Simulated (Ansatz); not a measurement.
Functionals compared on the (11-20) surface of hcp Sc in its 1x1 cell, outermost plane spacing 1.66 Å in the ideal cut, in Ansatz (plane waves, PAW). The structure was relaxed with PBE; the other rows are single points on it, each with its references at the same level. Cutoff 420 eV (500 eV for r2SCAN).

Model: 14-atom slab, 10.0 Å thick at the start (thin: gaps and levels are the slab's own), 7x7x1 mesh, Fermi-Dirac 0.1 eV, dipole correction, all atoms relaxed; start symmetry kept, larger cells not searched; no spin, no spin-orbit, no U. These notes are the PBE run's.

```tsv
functional	surface energy (J/m²)	work function of the top face (eV)	rough cost of the single point
PBE	1.26	3.12	–
LDA	___	___	very roughly 80 core-seconds
PBEsol	1.38	3.16	roughly 90 core-seconds
RPBE	1.15	3.03	around 90 core-seconds (rough)
r2SCAN	1.35	3.18	about 2.9 core-minutes (a rough figure)
```

### Question
Some entries are withheld; supply them.

### Answer

- LDA, surface energy (J/m²): 1.45
- LDA, work function of the top face (eV): 3.27

Ansatz is an electronic-structure program.
